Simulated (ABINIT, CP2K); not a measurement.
An ABINIT input for a self-consistent single point of LiYSe2 (R-3m, 4 atoms in the cell) (DFT, PBEsol, plane waves, norm-conserving pseudopotentials (PseudoDojo nc-sr-04 PBEsol standard)):

```
# LiYSe2, PseudoDojo nc-sr-04 PBEsol standard
pp_dirpath "./"
pseudos "Li.upf, Y.upf, Se.upf"
acell 3*1.0 Angstrom
rprim
         1.9540591533    1.1281768434    6.2135149518
        -1.9540591533    1.1281768434    6.2135149518
        -0.0000000000   -2.2563528911    6.2135150963
natom 4
ntypat 3
znucl 3 39 34
typat 1 2 3 3
xred
         0.5000000000    0.5000000000    0.5000000000
         0.0000000000    0.0000000000    0.0000000000
         0.7510860000    0.7510860000    0.7510860000
         0.2489140000    0.2489140000    0.2489140000
ecut 43 Ha
ixc -116133
occopt 1
nband 27
kptopt 1
ngkpt 5 5 5
nshiftk 1
shiftk 0 0 0
nstep 60
tolvrs 1.0e-11
prtwf 0
prtden 0
enunit 2
```

Task: Give the CP2K input for the same structure, mesh, smearing and functional.

Result: This is the input that was run; spellings and numerical settings could be chosen otherwise.

```
&GLOBAL
  PROJECT scf
  RUN_TYPE ENERGY_FORCE
  PRINT_LEVEL LOW
&END GLOBAL
&FORCE_EVAL
  METHOD Quickstep
  STRESS_TENSOR ANALYTICAL
  &DFT
    BASIS_SET_FILE_NAME BASIS_MOLOPT
    POTENTIAL_FILE_NAME GTH_POTENTIALS
    &QS
      METHOD GPW
      EPS_DEFAULT 1E-11
    &END QS
    &MGRID
      CUTOFF 500
      REL_CUTOFF 50
      NGRIDS 5
    &END MGRID
    &SCF
      SCF_GUESS ATOMIC
      EPS_SCF 1E-6
      MAX_SCF 100
      ADDED_MOS 5
      &DIAGONALIZATION
        ALGORITHM STANDARD
      &END DIAGONALIZATION
      &MIXING
        METHOD BROYDEN_MIXING
        ALPHA 0.4
        NBUFFER 10
      &END MIXING
    &END SCF
    &KPOINTS
      SCHEME MONKHORST-PACK 5 5 5
    &END KPOINTS
    &XC
      &XC_FUNCTIONAL
        &PBE
          PARAMETRIZATION PBESOL
        &END PBE
      &END XC_FUNCTIONAL
    &END XC
    &PRINT
      &MO
        EIGENVALUES T
        OCCUPATION_NUMBERS T
        NDIGITS 8
        FILENAME mo
        &EACH
          QS_SCF 0
        &END EACH
        ADD_LAST NUMERIC
      &END MO
      &MULLIKEN OFF
      &END MULLIKEN
    &END PRINT
  &END DFT
  &SUBSYS
    &CELL
      A 6.61051400 0.00000000 0.00000000
      B 5.45528000 3.73347300 0.00000000
      C 5.45528000 1.68800600 3.33008400
      PERIODIC XYZ
    &END CELL
    &COORD
      Li       8.76053700     2.71073950     1.66504200
      Y        0.00000000     0.00000000     0.00000000
      Se      13.15983339     4.07199698     2.50117947
      Se       4.36124061     1.34948202     0.82890453
    &END COORD
    &KIND Li
      BASIS_SET DZVP-MOLOPT-SR-GTH-q3
      POTENTIAL GTH-PBE-q3
    &END KIND
    &KIND Y
      BASIS_SET DZVP-MOLOPT-SR-GTH-q11
      POTENTIAL GTH-PBE-q11
    &END KIND
    &KIND Se
      BASIS_SET DZVP-MOLOPT-SR-GTH-q6
      POTENTIAL GTH-PBE-q6
    &END KIND
  &END SUBSYS
  &PRINT
    &FORCES ON
    &END FORCES
    &STRESS_TENSOR ON
    &END STRESS_TENSOR
  &END PRINT
&END FORCE_EVAL
```

Basis settings and potentials, where a program has them, do not carry over. This input uses DFT PBEsol, GPW, DZVP-MOLOPT-SR-GTH basis, GTH-PBE potentials (GTH_POTENTIALS).

The starting cell comes from a database of computed structures (which also holds hypothetical and non-ambient phases and stackings), without a prior relaxation at this level. Its lattice was rescaled by a random factor within 2.5 % of one. For this run, on top of that: lattice scaled by 0.98.
